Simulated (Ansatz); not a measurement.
The parent structure is BaF2 in the fluorite structure (space group Fm-3m, No. 225; a = 6.246 Å).

(Cell as relaxed with PBE.)

Levels (all Ansatz, a quantum-chemistry and plane-wave program, PAW): PBE (420 eV, scalar-relativistic without spin-orbit coupling); PBEsol (420 eV, scalar-relativistic without spin-orbit coupling).

Each level relaxes its own structure.

| base | PBE | PBEsol |
|---|---|---|
| volume per atom | 20.31 Å³ | 19.27 Å³ |
| lattice parameter a | 6.246 Å | 6.137 Å |
| band gap | 6.73 eV | 6.83 eV |

The change: cell and atoms relaxed at a pressure of 30 GPa.

```
quantity                 PBE   PBEsol
-------------------  -------  -------
smallest direct gap  7.65 eV  7.45 eV
lattice parameter a  5.682 Å  5.627 Å
```

PBE's smallest direct gap lies 0.194 eV above PBEsol's; PBE's lattice parameter a lies 0.0558 Å above PBEsol's (1.0 %). Neither level is exact; PBEsol is the comparison here, not a measurement.

Load acts through the strain it causes; cell and atoms are relaxed under it. Stability against distortions was not tested. No other phases were tried under pressure.
